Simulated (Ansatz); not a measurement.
## SnS2 (model structure, started from the 3R-MoS2 type, R3m, No. 160, 3 atoms in the cell): properties by level of theory

| level (code) | lattice parameter a (Å) | c axis length (Å) |
|---|---|---|
| PBE (Ansatz) | 3.618 | 20.190 |
| PBEsol (Ansatz) | 3.582 | 17.557 |
| PBE-D3(BJ) (Ansatz) | 3.594 | (withheld) |

Q: What belongs in the gaps?

A: 
- PBE-D3(BJ) (Ansatz, a quantum-chemistry and plane-wave program), c axis length (Å): 17.492

Ansatz's density-functional and Hartree–Fock values are scalar-relativistic unless marked +SOC, with PAW data made under PBE.

Computed values are for the static lattice.

A model structure was made by putting elements into a prototype or built by hand; it is no filed structure, need not be a known phase, and can be a saddle point held by its symmetry.
